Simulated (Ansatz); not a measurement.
GaAs under load (space group I-4m2), Ansatz (a quantum-chemistry and plane-wave program) with r2SCAN with spin-orbit coupling, rigid bands. Condition of this run: uniaxial stress zz = 2 GPa (compression positive) (the target of the relaxation). Band gap 0.85 eV, N_c = 3.52e17 cm⁻³ and N_v = 2.97e18 cm⁻³ at 300 K, conductivity masses along y (a = (0.00, 2.85, 2.77) Å; b = (2.85, 0.00, 2.77) Å; c = (2.85, 2.85, 0.00) Å) of 0.0628 mₑ (electrons) and 0.371 mₑ (holes). Take k_BT = 0.02585 eV.

### Question
Find the intrinsic carrier density and the intrinsic Fermi level.

### Answer
n_i = √(N_c N_v) exp(−E_g/2k_BT) = 1.02e18 × exp(−16.44) = 7.4e10 cm⁻³. The level lies (k_BT/2) ln(N_v/N_c) = 28 meV from mid-gap (positive towards the conduction band). Each 0.1 eV added to the gap lowers n_i by a factor of 6.9.

### Question
A film of it is 5 nm thick, with its normal along the direction named. Estimate the confinement energies in an infinite well.

### Answer
ħ²π²/(2m t²) = 0.376 eV·nm²/(m/mₑ × t²) gives 240 meV for electrons and 40.5 meV for holes, so the gap would widen to about 1.13 eV. Finite barriers and nonparabolic bands lower this, and with several valleys or bands the heaviest mass along the normal sets the lowest level, not this average.

### Question
What thermal injection velocity √(2k_BT/πm) limits a ballistic channel along the direction named?

### Answer
2.15e7 cm/s for electrons and 8.83e6 cm/s for holes, a ratio of √(m_h/m_e) = 2.43, for dilute carriers.

Rigid bands with the computed gap; masses take one relaxation time for all states.
